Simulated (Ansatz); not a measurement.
Here is the system:

```yaml
crystal:
  lattice:
    - [-1.63344, 1.63344, 1.64407]
    - [1.63344, -1.63344, 1.64407]
    - [1.63344, 1.63344, -1.64407]
  atoms:
    - { symbol: Nb, position: [0.00000, 0.00000, 0.00000] }
```

The numbers are results of PBEsol, rigid bands (plane waves, PAW, scalar-relativistic; Ansatz, an electronic-structure program), not measurements. Condition of this run: uniaxial stress zz = -1 GPa (compression positive) (the target of the relaxation). How the cell was made: cell and atoms relaxed with PBEsol, then loaded as said.

**Question.** Predict the product ρ₀λ of resistivity and mean free path that follows from the Fermi surface's area.

**Answer.** 3.8 ×10⁻¹⁶ Ω·m².

**Question.** And the Drude plasma energy and the root-mean-square Fermi velocity at 300 K?

**Answer.** 9.4 eV; 6.4e5 m/s.

A metal at this level (no band gap); rigid bands, thermally averaged at 300 K, both spins. Spin-orbit coupling is left out. τ is one relaxation time for all states; the product of resistivity and mean free path takes one path for all states instead.
